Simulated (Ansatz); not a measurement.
The (11-23) surface of hcp Lu in its 1x1 cell, outermost plane spacing 0.63 Å in the ideal cut

Calculation: PBE (plane waves to 420 eV, PAW; Ansatz, a first-principles code).

Model: 17-atom slab, 10.1 Å thick at the start (thin: gaps and levels are the slab's own), 7x5x1 mesh, Fermi-Dirac 0.1 eV, dipole correction, all atoms relaxed; symmetry of the start imposed; no spin, no spin-orbit, no U.

```yaml
surface energy (mean of both faces): 1.21 J/m²
surface_energy_before_relaxation: 1.25 J/m²
work_function_of_the_top_face: 2.98 eV
energy_released_by_relaxation: 0.22 eV
cost: about 40 core-minutes (a rough figure)
```
